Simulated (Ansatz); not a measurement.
Consider the formation energy of GaSb (zinc blende, F-43m) from the elements. Reaction: Ga (Cmce) + Sb (R-3m) → GaSb (zinc blende). The sign is products less reactants. The value is per atom of the solid.

GaSb (zinc blende, F-43m), 2 atoms in the cell, k-point mesh 10×10×10 on the run's own vectors.
```cif
data_Ga4Sb4
_chemical_formula_sum 'Ga4 Sb4'
_space_group_name_H-M_alt 'F-43m'
_space_group_IT_number 216
_space_group_name_Hall 'F -4 2 3'
_cell_length_a 6.12969
_cell_length_b 6.12969
_cell_length_c 6.12969
_cell_angle_alpha 90.000
_cell_angle_beta 90.000
_cell_angle_gamma 90.000
loop_
_atom_site_label
_atom_site_type_symbol
_atom_site_symmetry_multiplicity
_atom_site_Wyckoff_symbol
_atom_site_fract_x
_atom_site_fract_y
_atom_site_fract_z
_atom_site_occupancy
Ga1 Ga 4 a 0.00000 0.00000 0.00000 1
Sb1 Sb 4 d 0.75000 0.75000 0.75000 1
```
(The calculation used a cell of 2 atoms; values per cell refer to that cell.)

Ga (Cmce), 4 atoms in the cell, k-point mesh 16×16×14 on the run's own vectors. Conventional cell: a = 4.512 Å, b = 7.630 Å, c = 4.507 Å, α = β = γ = 90.00°.

Sb (R-3m), 2 atoms in the cell, k-point mesh 10×10×10 on the run's own vectors. Conventional cell: a = b = 4.324 Å, c = 11.050 Å, α = β = 90.00°, γ = 120.00°.

Computed with Ansatz (plane waves, PAW), its default PAW set, cutoff 420 eV, 500 eV for r2SCAN. The structures are at rest with PBE+D3(BJ); other levels are single points on them, but for the rows marked own geometry. HSE06 runs on coarser k-point meshes, mended by the PBE difference between the two meshes. Some cells are metallic or hold partly filled levels, where a hybrid on a coarse mesh is less sure. Neutral cells; Fermi-Dirac smearing of at most 0.10 eV in the solids, energies taken to zero width. The lattices are those relaxed with PBE+D3(BJ), so at other levels the solids can be strained, which adds to the spread. A dispersion term (D3(BJ), or D4 for r2SCAN) was computed beside these levels and is taken off wherever the name lacks it. No zero-point or thermal terms. The runs are scalar-relativistic, without spin-orbit coupling. The state moves with the level: GaSb (zinc blende) is free of partly filled levels with r2SCAN but metallic or partly filled with PBE. The state moves with the level: GaSb (zinc blende) is free of partly filled levels with r2SCAN+D4 but metallic or partly filled with PBE. The state moves with the level: GaSb (zinc blende) is free of partly filled levels with HSE06+D3(BJ) but metallic or partly filled with PBE. The state moves with the level: GaSb (zinc blende) is free of partly filled levels with r2SCAN+D4 (own geometry) but metallic or partly filled with PBE.

**Question.** What value does r2SCAN+D4 give?

**Answer.** -0.22 eV/atom, for Ga (Cmce) + Sb (R-3m) → GaSb (zinc blende).

**Question.** List the value at the remaining levels and say how far they part.

**Answer.** 
```tsv
Method	value (eV/atom)	less r2SCAN+D4
PBE+D3(BJ)	-0.11	0.11
r2SCAN	-0.24	-0.02
HSE06+D3(BJ)	-0.19	0.03
r2SCAN+D4 (own geometry)	-0.22	0.00
```

The levels span 0.13 eV/atom, from r2SCAN (-0.24) to PBE+D3(BJ) (-0.11).

Ansatz is an electronic-structure program.
